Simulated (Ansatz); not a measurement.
The parent structure is ZnGeP₂ in the chalcopyrite structure (space group I-42d, No. 122; a = 5.500 Å, c = 10.844 Å). Axes: x, y, z lie along a, b, c of the conventional cell.

The values are results of Ansatz (a program for electronic structure), PBE, PAW, cutoff 420 eV, no spin-orbit coupling, not measurements.

Strains are applied to the cell and any free atomic positions relax.

One change was made to it. Results:

```tsv
quantity	base	after
energy relative to the base (free energy F)	0 meV/atom	+13 meV/atom
shortest interatomic distance	2.360 Å	2.393 Å
```

### Question
Which change produced these results?
A. isotropic strain −1.07 %
B. uniaxial strain ε_zz = +4.22 %
C. isotropic strain +1.21 %

### Answer
B, uniaxial strain ε_zz = +4.22 %. For comparison, the energy relative to the base in the other runs: isotropic strain +1.21 % gives +6.0 meV/atom; isotropic strain −1.07 % gives +5.1 meV/atom.

Whether these cells are dynamically stable was not tested.
